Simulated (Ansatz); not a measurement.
The parent structure is BN in the zinc blende structure (space group F-43m, No. 216; a = 3.606 Å). Axes: x, y, z lie along the cube axes.

One thing is altered: uniaxial stress, 3 GPa compression along x, with the cell and atoms free to relax against it.

Levels (all Ansatz, an electronic-structure program, PAW): PBEsol (420 eV, no SOC); r2SCAN (500 eV, no spin-orbit coupling).

The geometry is relaxed with PBEsol.

| Quantity | Result |
|---|---|
| PBEsol lowest conduction level above the VBM at special points | M 4.21 eV; X 4.30 eV; S₀ 6.66 eV; S 6.66 eV |
| PBEsol smallest direct gap | 8.76 eV |
| PBEsol electron mass | 0.88 mₑ along k, 0.30 mₑ across (at M) |

With r2SCAN at the same geometry, the lowest conduction level above the VBM at special points becomes M 4.92 eV; X 5.01 eV; S₀ 7.42 eV; S 7.42 eV (PBEsol: M 4.21 eV; X 4.30 eV; S₀ 6.66 eV; S 6.66 eV); the smallest direct gap increases by 0.80 eV to 9.56 eV; the electron mass changes from 0.88 mₑ along k, 0.30 mₑ across (at M) to 0.86 mₑ along k, 0.29 mₑ across (at M).

Single points use the geometry relaxed with PBEsol. Load acts through the strain it causes; cell and atoms are relaxed under it. Effective masses come from finite differences of ±0.01 Å⁻¹. Along k means along the line from Γ to the band edge. Beyond what the load breaks, stability against distortions was not tested. k-point labels follow each cell's own Brillouin zone.
